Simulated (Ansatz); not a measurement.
Seebeck coefficient (μV/K, mean over directions) of n-type GaSe (R3m) against carrier density, PBEsol+D3BJ, rigid bands in Ansatz (a first-principles code). Computed gap 0.77 eV; densities at which minority carriers matter at this gap, or further valleys turn the trend, are left out. Conductivity mass 0.29 mₑ (harmonic mean over directions), N_c = 1.6e19 cm⁻³ at 300 K.

| electron density | 300 K | 500 K |
|---|---|---|
| 1e17 cm⁻³ | -675 | -769 |
| 1e18 cm⁻³ | -477 | -571 |
| 3e18 cm⁻³ | -384 | -477 |
| 1e19 cm⁻³ | -287 | -375 |
| 3e19 cm⁻³ | -207 | -286 |
| 1e20 cm⁻³ | [?] | [?] |
| 3e20 cm⁻³ | [?] | -126 |
| 1e21 cm⁻³ | -39 | -63 |

### Question
What belongs in the gaps?

### Answer

- 1e20 cm⁻³, 300 K: -137
- 1e20 cm⁻³, 500 K: -197
- 3e20 cm⁻³, 300 K: -83

Rigid bands with a gap fixed in temperature, one relaxation time for all states, no polarons or phonon drag, and whether or not such doping can be reached. Spin-orbit coupling is left out. Geometry: cell and atoms relaxed with PBEsol+D3(BJ).

Computed structure, not matched to a measured one here, so possibly hypothetical: GaSe (R3m).
